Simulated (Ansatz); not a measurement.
The reference is Zr in the hcp (Mg type) structure (space group P6_3/mmc, No. 194; a = 3.2443 Å, c = 5.1580 Å; relaxed with 0.1 eV smearing). Axes: x lies along a and z along c of the hexagonal cell.

Method: r2SCAN/PAW in Ansatz (an electronic-structure program), no spin-orbit coupling.

Before the change:

| Quantity | Value |
|---|---|
| Pressure | 0.0 GPa |

One thing is altered: a pure shear with ε_xy = ε_yx = 0.0141, atoms relaxed at fixed cell.

Problem. What happens to the pressure and energy relative to the base?

Solution. The pressure (mean of the normal stresses, compression positive) stays 0.0 GPa; the energy increases by 2.2 meV/atom.

The cells carry an imposed strain or load. Stability against distortions was not tested. All final runs are without spin polarisation.
